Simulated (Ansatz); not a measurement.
## Carrier properties of CdTe (R3m)

Given:

```
CdTe
1.0
   -0.08481     3.18923     3.18923
    3.18923    -0.08481     3.18923
    3.18923     3.18923    -0.08481
Cd Te
1 1
Direct
  0.99714   0.99714   0.99714
  0.25286   0.25286   0.25286
```

These are r2SCAN with spin-orbit coupling, rigid bands (plane waves, PAW; Ansatz, a program for electronic structure) values and carry that method's errors. Condition of this run: uniaxial stress along [111] of 1.5 GPa (compression positive) (the target of the relaxation). Geometry: cell and atoms relaxed with PBEsol, then loaded as said.

```
Property                                                                                                                                                      Result
---------------------------------------------------------------------------------------------------------------------------------------  ---------------------------
band gap                                                                                                                                                     0.95 eV
electron conductivity mass (300 K, dilute)                                                                                                                  0.102 mₑ
hole conductivity mass (300 K, dilute)                                                                                                                       0.35 mₑ
effective density of states N_c (300 K)                                                                                                                  7.7e17 cm⁻³
effective density of states N_v (300 K)                                                                                                                  5.6e18 cm⁻³
density-of-states mass, electrons                                                                                                                           0.098 mₑ
density-of-states mass, holes                                                                                                                                0.37 mₑ
Seebeck coefficient, n-type 1e19 cm⁻³, 300 K                                                                                                                -65 μV/K
Seebeck coefficient, p-type 1e19 cm⁻³, 300 K                                                                                                                208 μV/K
best p-type power factor at 300 K for τ = 10 fs (best axis; densities from 1e16 to 1e21 cm⁻³ tried, whether or not they can be reached)  4.5 μW/(cm·K²) at 3e20 cm⁻³
```

Rigid bands; masses and Seebeck coefficients take one relaxation time τ for all states and one kind of carrier; polarons and phonon drag are left out. Geometry: cell and atoms relaxed with PBEsol.
